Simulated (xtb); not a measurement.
xtb 6.7.1, GFN2-xTB: Pd(H)2(phen) (c1cc2ccc3ccc[n]4->[PdH2]<-[n](c1)c2c34), 25 atoms. The geometry is a generated start, not checked to be a minimum at this level.

```yaml
run_flags: --grad
method: GFN2-xTB
"--acc": 1 (default)
"--etemp (K)": 300 (default)
basis_functions: 76
valence_electrons: 78
```

```xyz
25

Pd    -2.7933     0.1812    -0.0008
H     -3.9805    -0.7479    -0.0107
H     -3.8533     1.2584    -0.0102
C      0.1641     3.4434     0.0034
C      1.3434     2.7354     0.0010
C      1.2922     1.3320     0.0021
C      2.4588     0.5167    -0.0006
C      2.3692    -0.8351    -0.0009
C      1.1053    -1.4894    -0.0002
C      0.9718    -2.8875    -0.0042
C     -0.2901    -3.4343    -0.0037
C     -1.4050    -2.5931     0.0027
N     -1.3116    -1.2721     0.0044
C     -0.0756    -0.7139     0.0034
C      0.0189     0.7188     0.0053
N     -1.1326     1.4346     0.0090
C     -1.0518     2.7566     0.0071
H      0.1650     4.5219     0.0021
H      2.3001     3.2372    -0.0023
H      3.4214     1.0064    -0.0028
H      3.2588    -1.4477    -0.0026
H      1.8555    -3.5088    -0.0068
H     -0.4328    -4.5032    -0.0079
H     -2.4065    -3.0071     0.0025
H     -1.9912     3.2975     0.0107
```

Charge 0 and multiplicity 1 are set for this test and not shown to be the ground state.

One run each on 1 thread. Values of broydamp tried: 0.02, 0.05, 0.1, 0.2, 0.4 (default), 0.6, 0.8, 1.

Task: Predict the course of the SCC iterations along this series.

Result: Fewest SCC iterations: 0.2 with 16. The count rises to 92 at 0.02. All converge to one solution.

```
broydamp       SCC iterations            end
-------------  --------------  -------------
0.02                       92  same solution
0.05                       44  same solution
0.1                        31  same solution
0.2                        16  same solution
0.4 (default)              20  same solution
0.6                        21  same solution
0.8                        22  same solution
1                          29  same solution
```
